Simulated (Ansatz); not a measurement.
Base system: Ti in the hcp (Mg type) structure (space group P6_3/mmc, No. 194; relaxed with 0.1 eV smearing).

```
CELL_PARAMETERS angstrom
      2.93950     0.00000     0.00000
     -1.46975     2.54568     0.00000
      0.00000     0.00000     4.65386
ATOMIC_POSITIONS crystal
  Ti 0.33333 0.66667 0.75000
  Ti 0.66667 0.33333 0.25000
```

Calculations: PBE, PAW, 420 eV (Ansatz, a first-principles code; no spin-orbit coupling), earlier PAW set.

For the base:

| Property | Result |
|---|---|
| Pressure | 0.0 GPa |
| Band gap | zero |

One thing is altered: every lattice vector is stretched by 4.31 %; the atoms relax in the strained cell.

Question: What happens to the energy relative to the base, pressure and band gap?

Answer: The energy rises by 90 meV/atom; the pressure (mean of the normal stresses, compression positive) goes from zero to -11.1 GPa; the band gap stays zero.

Stability against distortions was not tested. The final runs are not spin-polarised.
